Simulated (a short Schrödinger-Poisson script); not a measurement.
System: MOS inversion layer, SiO2 on p-type Si(100), at 400 K.

From the gate side: 3.8 nm SiO2; 410 nm Si, acceptors 1.1e18 cm⁻³.

Constants are typed, rounded textbook-type inputs, not results; the design itself was drawn at random and stands for no fabricated device. SiO2: permittivity 3.9, conduction-band edge (eV) 3.15, gap (eV) 9, electron mass (mₑ) 0.5. Si: permittivity 11.7, conduction-band edge (eV) 0, gap (eV) 1.124, Nv at 300 K (cm⁻³) 3.1e19.

Channel valleys (confinement mass, in-plane density-of-states mass, number): Δ2 0.916, 0.19, 2; Δ4 0.19, 0.417, 4. At the gate the conduction-band edge of layer 1 lies 3.36 eV − eVg above the Fermi level of the channel; the field vanishes at the back. Gaps are held at their typed values at every temperature. Mesh 0.03 nm at interfaces.

From a short Schrödinger-Poisson script (our own, NumPy): 1D Poisson equation in equilibrium, electrons quantum, Hartree (BenDaniel-Duke, 12 states a valley, the channel's in-plane mass for all, wave functions ending at the dielectric), parabolic valleys, classical holes, full ionisation, no traps, pinning or gate leakage.

```csv
Vg (V),electrons (cm⁻²),C (μF/cm²),Δ2 E0 (meV from the Fermi level),Δ4 E0 (meV from the Fermi level)
0.6,1.43e9,0.253,302.0,374.7
0.75,2.58e10,0.292,200.7,277.1
0.9,2.37e11,0.514,122.7,202.7
1.05,7.28e11,0.667,82.0,165.5
1.2,1.35e12,0.727,58.6,145.6
1.35,2.02e12,0.757,42.4,132.8
1.5,2.73e12,0.775,29.9,123.5
1.65,3.45e12,0.786,19.6,116.3
1.8,4.18e12,0.795,10.7,110.5
1.95,4.92e12,0.801,2.8,105.6
2.1,5.67e12,0.806,-4.3,101.3
2.25,6.42e12,0.810,-10.9,97.5
2.4,7.18e12,0.813,-17.1,94.1
2.55,7.94e12,0.816,-22.9,91.0
2.7,8.70e12,0.819,-28.4,88.2
2.85,9.47e12,0.821,-33.7,85.5
3,1.02e13,0.823,-38.8,83.0
3.15,1.10e13,0.825,-43.7,80.7
```

Gate voltages with under 1e9 electrons/cm² are left out.

Problem. At Vg = 3.15 V the lowest Δ2 subband lies at -43.7 meV from the Fermi level. How many electrons does it hold, and what share of all?

Solution. The two-dimensional density of states is g m/(πħ²) = 1.59e11 cm⁻² meV⁻¹ (both spins), kT = 34.5 meV, so n = D kT ln(1 + exp(−E/kT)) = 8.29e12 cm⁻², 0.75 of the 1.10e13 cm⁻² in all.

Problem. Compare the slope of the sheet density between 2.85 and 3.15 V with the geometric capacitance of the layers between gate and channel.

Solution. q Δn/ΔV = 0.817 μF/cm²; ε0/Σ(t/ε) = 0.909 μF/cm². The ratio is 0.90: the channel acts as a further capacitance in series.
